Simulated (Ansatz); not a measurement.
Structures of equal composition on the (110) surface of bcc Nb: a layer of Ag in place of the second plane; a layer of Ag in place of the third plane. The slabs share one bottom face, and each structure is named by its start. These are constructed structures in small cells; real faces may alloy, dewet or reconstruct in larger ones, and not all known structures of the face are among them. Slabs of about 12 Å with all that they carry, Fermi-Dirac smearing of 0.1 eV. Bottom of the slabs: a bare face, its two planes held. Relaxed from the named starts with such symmetry as they have, on meshes of like density; energies extrapolated to zero smearing; no spin-orbit coupling, no U. Spin-polarised runs, if any, are marked in brackets, and their order is one that fits the cell; the others ran without spin.

The numbers are results of PBE (plane waves to 420 eV, PAW; Ansatz, a program for electronic structure), not measurements.

Question: Rank these by energy per 1x1 cell (lowest first), as PBE gives it.

Answer: a layer of Ag in place of the third plane (0.000 eV), a layer of Ag in place of the second plane (0.427 eV)
